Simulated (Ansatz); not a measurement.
Consider W in the bcc (W type) structure (space group Im-3m, No. 229; a = 3.169 Å; relaxed with 0.1 eV smearing). Axes: x, y, z lie along the cube axes.

Computed with Kohn–Sham DFT with the r2SCAN functional, run in Ansatz (a program for electronic structure) with PAW and 500 eV plane waves, no SOC.

For the base:

Shortest interatomic distance: 5.186 bohr

Modification: compressive biaxial strain of 2.08 % in the plane normal to [111], as in epitaxy on a mismatched substrate; the out-of-plane cell vector and the atoms relax.

### Question
What happens to the shortest interatomic distance, energy relative to the base and out-of-plane strain?

### Answer
The shortest interatomic distance decreases by 0.084 bohr, from 5.186 bohr to 5.102 bohr; the energy grows by 24 meV/atom; the out-of-plane strain amounts to +1.93 %.

Stability against distortions was not tested. All final runs are without spin polarisation.
